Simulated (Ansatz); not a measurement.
## Lu, element substitutions

Take Lu in the hcp (Mg type) structure (space group P6_3/mmc, No. 194; a = 3.5043 Å, c = 5.4522 Å) as the base.

Each row replaces one element on all its sites; cell and atoms are relaxed.

Calculations: r2SCAN/PAW in Ansatz (a program for electronic structure), scalar-relativistic without spin-orbit coupling.

```json
[
 {"case": "base", "shortest interatomic distance": "3.395 Å", "c/a ratio": "1.556"},
 {"case": "Lu → Y", "shortest interatomic distance": "3.555 Å", "c/a ratio": "1.547"},
 {"case": "Lu → Al", "shortest interatomic distance": "2.818 Å", "c/a ratio": "1.653"},
 {"case": "Lu → Ta", "shortest interatomic distance": "2.887 Å", "c/a ratio": "1.773"}
]
```

Stability against distortions was not tested. For Al and Ta in this form, whether it has been made was not checked. The final runs are not spin-polarised. This is not the structure that Al has at room temperature and ambient pressure. This is not the structure that Ta has at room temperature and ambient pressure.
